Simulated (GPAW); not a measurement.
# GPAW run on AlNi (Pm-3m, 2 atoms in the cell): self-consistent single point

Method: PBE, GPAW PAW datasets PBE (gpaw-data 1.0.1) (plane waves; GPAW 25.7.0).

The input file:

```python
from ase import Atoms
from ase.units import GPa
from gpaw import GPAW

atoms = Atoms(['Al', 'Ni'],
              cell=[[2.866859, 0.000000, 0.000000],
                    [0.000000, 2.866859, 0.000000],
                    [0.000000, 0.000000, 2.866859]],
              scaled_positions=[[0.500000, 0.500000, 0.500000],
                                [0.000000, 0.000000, 0.000000]],
              pbc=True)

calc = GPAW(mode={'name': 'pw', 'ecut': 800},
            xc='PBE',
            kpts=(11, 11, 11),
            occupations={'name': 'methfessel-paxton', 'width': 0.136, 'order': 0},
            nbands=-8,
            convergence={'density': 1e-05},
            symmetry={'symmorphic': False, 'tolerance': 0.0005},
            maxiter=120,
            txt='-')

atoms.calc = calc

energy = atoms.get_potential_energy()
print('Energy (eV):', round(energy, 6))
forces = atoms.get_forces()
print('Forces (eV/Ang):')
print(forces.round(5))
stress = atoms.get_stress()
print('Stress (GPa, Voigt):', (stress / GPa).round(4))
```

Output (repeated stretches shortened):

```
Input parameters:
  convergence: {density: 1e-05}
  kpts: [11 11 11]
  maxiter: 120
  mode: {ecut: 800,
         name: pw}
  nbands: -8
  occupations: {name: methfessel-paxton,
                order: 0,
                width: 0.136}
  symmetry: {symmorphic: False,
             tolerance: 0.0005}
  xc: PBE

species:
  Al:
    name: Aluminium
    Z: 13.0
    valence: 3
    core: 10
    charge: 0.0
    file: Al.PBE.gz

    # Using partial waves for Al as LCAO basis

  Ni:
    name: Nickel
    Z: 28.0
    valence: 16
    core: 12
    charge: 0.0
    file: Ni.PBE.gz

    # Using partial waves for Ni as LCAO basis

Reference energy: -47971.421712  # eV

Spin-paired calculation

Convergence criteria:
 Maximum [total energy] change in last 3 cyles: 0.0005 eV / valence electron
 Maximum integral of absolute [dens]ity change: 1e-05 electrons / valence electron
 Maximum integral of absolute [eigenst]ate change: 4e-08 eV^2 / valence electron
 Maximum number of scf [iter]ations: 120

Symmetries present (total): 48
Symmetries with fractional translations: 0
1331 k-points: 11 x 11 x 11 Monkhorst-Pack grid
56 k-points in the irreducible part of the Brillouin zone
       k-points in crystal coordinates                weights
   0:     0.00000000    0.00000000    0.00000000          1/1331
   1:     0.09090909    0.00000000    0.00000000          6/1331
   2:     0.09090909    0.09090909    0.00000000         12/1331
   [... 7 lines left out ...]
          ...
  55:     0.45454545    0.45454545    0.45454545          8/1331

Wave functions: Plane wave expansion
  Cutoff energy: 800.000 eV
  Number of coefficients (min, max): 1200, 1234
  Pulay-stress correction: 0.000000 eV/Ang^3 (de/decut=0.000000)

Occupation numbers: Methfessel-Paxton:
  width: 0.1360  # eV
  order: 0

Eigensolver

Densities:
  Coarse grid: 20*20*20 grid
  Fine grid: 40*40*40 grid
  Total Charge: 0.000000

Density mixing:
  Method: separate
  Backend: pulay
  Linear mixing parameter: 0.05
  old densities: 5
  Damping of long wavelength oscillations: 50

Hamiltonian:
  XC and Coulomb potentials evaluated on a 40*40*40 grid
  External potential:
    NoExternalPotential

XC parameters: PBE with 2 nearest neighbor stencil

Number of atoms: 2
Number of atomic orbitals: 16
Number of bands in calculation: 17
Number of valence electrons: 19
Bands to converge: occupied

Density initialized from atomic densities
  16 bands from LCAO basis set
  1 band from random numbers

Atomic positions and initial magnetic moments

Positions:
   0 Al     1.433429    1.433429    1.433429    ( 0.0000,  0.0000,  0.0000)
   1 Ni     0.000000    0.000000    0.000000    ( 0.0000,  0.0000,  0.0000)

Unit cell:
           periodic     x           y           z      points  spacing
  1. axis:    yes    2.866859    0.000000    0.000000    20     0.1433
  2. axis:    yes    0.000000    2.866859    0.000000    20     0.1433
  3. axis:    yes    0.000000    0.000000    2.866859    20     0.1433

  Lengths:   2.866859   2.866859   2.866859
  Angles:   90.000000  90.000000  90.000000

Effective grid spacing dv^(1/3) = 0.1433

     iter     time        total  log10-change:
                         energy   eigst   dens
iter:   1 --:--:--   -12.505184
iter:   2 --:--:--   -12.373659   -0.47  -1.46
iter:   3 --:--:--   -12.261561   -1.17  -1.52
iter:   4 --:--:--   -12.338872   -1.91  -1.57
iter:   5 --:--:--   -12.311996   -2.59  -1.80
iter:   6 --:--:--   -12.359850   -2.94  -2.19
iter:   7 --:--:--   -12.315768   -2.67  -1.97
iter:   8 --:--:--   -12.315654   -4.98  -3.18
iter:   9 --:--:--   -12.315615c  -5.62  -3.45
iter:  10 --:--:--   -12.315621c  -6.27  -3.61
iter:  11 --:--:--   -12.315627c  -7.23  -4.24
iter:  12 --:--:--   -12.315627c  -9.00c -5.08c

Converged after 12 iterations.

Dipole moment: (-0.000000, -0.000000, -0.000000) |e|*Ang

Energy contributions relative to reference atoms: (reference = -47971.421712)

Kinetic:        +14.227839
Potential:       -9.083502
External:        +0.000000
XC:             -17.540990
Entropy (-ST):   -0.010672
Local:           +0.086362
SIC:             +0.000000
--------------------------
Free energy:    -12.320963
Extrapolated:   -12.315627

Showing only first 2 kpts
 Kpt  Band  Eigenvalues  Occupancy
  0     7      7.69046    2.00000
  0     8      7.69046    2.00000
  0     9     14.74651    0.00000
  0    10     14.74651    0.00000

  1     7      7.62159    2.00000
  1     8      7.69795    2.00000
  1     9     13.35726    0.00000
  1    10     14.95236    0.00000

Fermi level: 9.23672

No gap
No difference between direct/indirect transitions
Energy (eV): -12.315627

Forces in eV/Ang:
  0 Al    0.00000   -0.00000    0.00000
  1 Ni   -0.00000   -0.00000   -0.00000

Stress tensor:
    -0.036193     0.000000     0.000000
     0.000000    -0.036193     0.000000
     0.000000     0.000000    -0.036193
Stress (GPa, Voigt): [-5.7987 -5.7987 -5.7987  0.      0.      0.    ]
```

The run converged in 12 iterations. GPAW prints stress with tension positive.

The starting cell comes from a database of computed structures (which also holds hypothetical and non-ambient phases and stackings), without a prior relaxation at this level. Its lattice was rescaled by a random factor within 2.5 % of one. Spin polarisation is off. With a pressure of about 6 GPa the cell is away from its equilibrium volume at this level.
